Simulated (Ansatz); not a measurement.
**CsCl-type RuAl**

Computed with r²SCANh (Ansatz, a program for electronic structure, plane waves, PAW).

Run with plane-wave cutoff 520 eV, 10×10×10 k mesh, Fermi–Dirac smearing 0.05 eV, no spin polarisation, scalar-relativistic PAW data made under PBE.

Cell: relaxed at this level.

| Item | Value |
|---|---|
| volume per atom | 13.13 Å³/atom |
| bulk modulus | 228 GPa |
| lattice parameter a | 2.972 Å |
| pressure derivative B′ of the bulk modulus | 4.3 |

Measured, for comparison: lattice constant a 2.992 Å (temperature not stated, copied from a table, unchecked, no zero-point or thermal correction; as tabulated in Acta Metallurgica 41, 863 (1993)). Computed (rounded) less measured: lattice constant a not scored (unchecked). A static lattice is as a rule a little smaller and stiffer than an uncorrected measurement, which narrows the difference in the lattice constant a and would widen misses of the other sign.

Note: the run has no spin polarisation, so it can have missed a magnetic state.

Static lattice: no zero-point or thermal effects.

It cost very roughly 11 core-minutes of CPU time.
